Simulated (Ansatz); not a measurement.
The starting structures come from a database of crystals and need not be the phases stable at ambient conditions.

By PBEsol, the system below comes out a metal.

Here is the system:

```yaml
crystal:
  lattice:
    - [3.53540, 0.00000, 0.00000]
    - [0.00000, 5.44801, 0.00000]
    - [0.00000, 2.72400, 1.57271]
  atoms:
    - { symbol: Sc, position: [0.00000, 0.00000, 0.00000] }
    - { symbol: B, position: [0.50000, 0.33333, 0.00000] }
    - { symbol: B, position: [0.50000, 0.66667, 0.00000] }
```

Space group of this cell: P6/mmm. The cell is taken as given; by PBEsol its mean pressure is -5.0 GPa.

The current flows along the normal of the first two printed cell vectors, the (110) plane of the conventional cell. No spin-orbit coupling; the value is a mean over 0.1 eV about the Fermi level.

Question: Estimate the ballistic conductance per area that PBEsol run with Ansatz (an electronic-structure program) returns for this system.

Answer: 0.78 × 10¹⁵ S/m² for both spins.
